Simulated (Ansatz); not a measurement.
Input:

```yaml
crystal:
  lattice:
    - [3.65218, 0.00000, 0.00000]
    - [-1.82609, 3.16288, 0.00000]
    - [0.00000, 0.00000, 18.93792]
  atoms:
    - { symbol: Hf, position: [0.00000, 0.00000, 0.50000] }
    - { symbol: S, position: [0.33333, 0.66667, 0.57638] }
    - { symbol: S, position: [0.66667, 0.33333, 0.42362] }
```

Calculation: PBE with spin-orbit coupling, rigid bands (plane waves, PAW; Ansatz, a program for electronic structure). Condition of this run: spin-orbit coupling switched on. Geometry: cell and atoms relaxed with PBE.

**Question.** What conductivity effective mass do dilute electrons have at 300 K?

**Answer.** 0.45 mₑ.

**Question.** What conductivity effective mass do dilute holes have at 300 K?

**Answer.** 0.31 mₑ.

**Question.** And the band gap?

**Answer.** 1.25 eV at this level; semilocal functionals usually fall short of the measured gap.

Rigid bands, one relaxation time for all states, no polarons.

Model free-standing layer, not matched to a measured one here: monolayer HfS2.
